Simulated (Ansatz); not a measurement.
Relaxation of the outer planes of the (111) surface of litharge SnO in its 1x1 cell (cut with top plane Sn, bottom plane Sn), outermost plane spacing 0.60 Å in the ideal cut.

All values below come from PBE with D3(BJ) dispersion (plane waves to 420 eV, PAW; Ansatz, a first-principles code).

Set-up: 20 atoms, O10Sn10, 10.6 Å thick at the start; mesh 5x5x1; 0.025 eV smearing; dipole correction on; all atoms relaxed; symmetry of the start imposed; no spin, no spin-orbit, no U.

```json
[
 {"plane": "1", "atoms": "Sn", "bulk spacing to the next (Å)": "0.604", "relaxed spacing (Å)": "0.535", "change (%)": "-11.5", "rumpling (Å)": "0.00"},
 {"plane": "2", "atoms": "2 O", "bulk spacing to the next (Å)": "0.604", "relaxed spacing (Å)": "0.537", "change (%)": "-11.2", "rumpling (Å)": "0.00"}
]
```
